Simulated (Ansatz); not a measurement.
Consider the following.

A slab with vacuum along the third vector:

```yaml
crystal:
  lattice:
    - [3.21568, 0.00000, 0.00000]
    - [-1.60784, 2.78486, 0.00000]
    - [0.00000, 0.00000, 27.00000]
  atoms:
    - { symbol: N, position: [0.66667, 0.33333, 0.31534] }
    - { symbol: Hf, position: [0.33333, 0.66667, 0.34424] }
    - { symbol: N, position: [0.00000, 0.00000, 0.40596] }
    - { symbol: Hf, position: [0.66667, 0.33333, 0.45049] }
    - { symbol: N, position: [0.33333, 0.66667, 0.50000] }
    - { symbol: Hf, position: [0.00000, 0.00000, 0.54951] }
    - { symbol: N, position: [0.66667, 0.33333, 0.59404] }
    - { symbol: Hf, position: [0.33333, 0.66667, 0.65576] }
    - { symbol: N, position: [0.00000, 0.00000, 0.68466] }
```

Model: 9-atom slab, Hf4N5, 10.5 Å thick at the start, 13x13x1 mesh, Fermi-Dirac 0.1 eV, dipole correction, all atoms relaxed; held to the start's symmetry, so lower structures may exist; no spin, no spin-orbit, no U.

### Question
What is the computed work function of the top face (PBE (Ansatz, a first-principles code))?

### Answer
6.20 eV
